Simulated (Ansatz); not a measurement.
Ansatz (a program for electronic structure) run on CaAl₂Zn₂ (I4mm, 5 atoms in the cell): self-consistent single point.

Level of theory: LDA (PW92), default PAW files made with PBE (plane waves; Ansatz).

The change in words: lattice scaled by 0.98. Reference geometry:
```
CELL_PARAMETERS angstrom
     -2.05088     2.05088     5.72521
      2.05088    -2.05088     5.72521
      2.05088     2.05088    -5.72521
ATOMIC_POSITIONS crystal
  Ca 0.00437 0.00437 0.00000
  Al 0.25000 0.75000 0.50000
  Al 0.75000 0.25000 0.50000
  Zn 0.39187 0.39187 0.00000
  Zn 0.60813 0.60813 0.00000
```

Reference input (self-consistent single point, DFT, LDA (PW92), plane waves, default PAW files made with PBE): basis.ecutwfc = 420 eV; kpoints.mp_grid.grid = 9 9 9; hamiltonian.xc = lda; hamiltonian.pseudopotentials = {kind: paw} (the program's default PAW files); scf.occupations.method = gaussian; scf.occupations.width = 0.1 eV. This run's input differs from it in these lines:

```diff
@@ -3,5 +3,5 @@
   lattice:
-    - [-2.050883, 2.050883, 5.725209]
-    - [2.050883, -2.050883, 5.725209]
-    - [2.050883, 2.050883, -5.725209]
+    - [-2.009865, 2.009865, 5.610705]
+    - [2.009865, -2.009865, 5.610705]
+    - [2.009865, 2.009865, -5.610705]
   atoms:
```

Log, with long lists cut:

```
SCF iter   1: F=—  HF=-9292.556355 eV  |F-HF|=—  |Δ(HF+E_count)|=         —  Δρ=4.78e-3  dr2=1.93e-2  ethr=1.77e-3  ⟨swp⟩=7.4  Hψ=9418  notcnv=0
all-band conjugate gradients solve this SCF's bands
preconditioner: auto → Kerker (q_TF=auto, 2.380 Å⁻¹)
SCF iter   2: F=—  HF=-9292.553154 eV  |F-HF|=—  |Δ(HF+E_count)|=   3.20e-3  Δρ=2.58e-3  dr2=7.55e-3  ethr=4.83e-5  ⟨swp⟩=2.1  Hψ=3789  notcnv=0  defer=4
   [... lines left out ...]
SCF iter   5: F=—  HF=-9292.551119 eV  |F-HF|=—  |Δ(HF+E_count)|=   3.29e-5  Δρ=9.02e-5  dr2=1.06e-5  ethr=3.25e-7  ⟨swp⟩=2.0  Hψ=2919  notcnv=0  defer=4
SCF iter   6: F=—  HF=-9292.551118 eV  |F-HF|=—  |Δ(HF+E_count)|=   1.02e-6  Δρ=3.10e-5  dr2=1.05e-6  ethr=2.66e-8  ⟨swp⟩=2.9  Hψ=3290  notcnv=0  defer=9
SCF iter   7: F=—  HF=-9292.551118 eV  |F-HF|=—  |Δ(HF+E_count)|=   1.26e-7  Δρ=2.68e-5  dr2=3.88e-7  ethr=2.62e-9  ⟨swp⟩=2.0  Hψ=2989  notcnv=0  defer=9
SCF iter   8: F=-9292.551118 eV  HF=-9292.551118 eV  |F-HF|=2.40e-8  |Δ(HF+E_count)|=   1.76e-7  Δρ=8.01e-6  dr2=4.60e-8  ethr=2.50e-10  ⟨swp⟩=5.6  Hψ=8413  notcnv=0
SCF 1 converged in 8 iterations: F = -9292.551118 eV  dr2 = 4.60e-8
Free energy (F): -9292.551118 eV
Internal energy: -9292.543041 eV  (E = F + TS)
E sigma→0 (E₀):  -9292.547080 eV
Entropy (-TS):   -0.008076 eV (-1.615 meV/atom)
Fermi energy:    8.462788 eV
--- Forces (eV/Å), atoms counted from 1 ---
  atom   1  Ca    -0.00000000     0.00000000    -0.14544860
  atom   2  Al    -0.00000000     0.00000000     0.04471034
  atom   3  Al     0.00000000     0.00000000     0.04471034
  atom   4  Zn    -0.00000000    -0.00000000     0.10574076
  atom   5  Zn     0.00000000    -0.00000000    -0.04974347
--- Stress (GPa, compression-positive) ---
       -0.316526       0.000000       0.000000
        0.000000      -0.316526       0.000000
       -0.000000       0.000000      -1.274669
  P = ⅓ Tr σ = -0.6359 GPa (-6.359 kbar)
  The stress holds the Pulay correction. Without it, at fixed plane waves, as pw.x and ABINIT print it: P = -0.6772 GPa
```

The run converged in 8 iterations. Against the reference run the free energy falls by 18.8 meV/atom, the pressure goes from -4.46 to -0.64 GPa and the largest force goes from 0.117 to 0.145 eV/Å.

The starting cell comes from a database of computed structures (which also holds hypothetical and non-ambient phases and stackings), without a prior relaxation at this level. Its lattice was rescaled by up to half a per cent. One atom was moved a little off its site on purpose. For this run, on top of that: lattice scaled by 0.98. Ansatz's pressure includes its estimate of the finite-basis (Pulay) stress.

Keys are those of Ansatz 0.2.
